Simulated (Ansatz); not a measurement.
# A constructed model of the (111) surface of fcc Cu, a pseudomorphic layer of Pt in the host's stacking (bottom of the slab: a bare face, its two planes held)

Calculation: PBE (plane waves to 420 eV, PAW; Ansatz, a first-principles code).

Slab: 7 atoms, 12.9 Å thick at the start with caps and adatoms (thin: gaps and levels are the slab's own); k 17x17x1, smearing 0.1 eV, dipole-corrected; 2 atoms held, the rest relaxed; symmetry of the start imposed; no spin, no spin-orbit, no U. In PBE it is, or lies within 0.01 eV a 1x1 cell of, the lowest of the 2 structures of its composition computed so far; subsurface sites and larger cells were not tried.

```
Quantity                                                         Value
-----------------------------  ---------------------------------------
work function of the top face                                  5.53 eV
energy released by relaxation                                 0.031 eV
cost                           about 110 core-seconds (a rough figure)
```
